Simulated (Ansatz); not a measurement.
Reference: monolayer SnS, PBE, rigid bands (plane waves, PAW, scalar-relativistic; Ansatz, a program for electronic structure); geometry: cell and atoms relaxed with PBE.

```
CELL_PARAMETERS angstrom
      4.07998     0.00000     0.00000
      0.00000     4.31556     0.00000
      0.00000     0.00000    18.86692
ATOMIC_POSITIONS crystal
  Sn 0.75000 0.89652 0.57555
  Sn 0.25000 0.39652 0.42445
  S  0.25000 0.47808 0.56057
  S  0.75000 0.97808 0.43943
```

| Quantity | Result |
|---|---|
| band gap | 1.50 eV |
| electron conductivity mass | 0.21 mₑ |

**Question.** Replace Sn by Ge on the same sites and relax. What happens?

**Answer.** band gap rises (1.50 eV to 1.78 eV); electron conductivity mass rises (0.21 mₑ to 0.37 mₑ).

**Question.** Swap S for Se, keeping the structure type. How do these values move?

**Answer.** band gap falls (1.50 eV to 0.93 eV); electron conductivity mass falls (0.21 mₑ to 0.145 mₑ).

Moves up to 5 % count as about the same. Masses are for dilute carriers at 300 K, harmonic means over directions unless an axis is named. Spin-orbit coupling is left out.
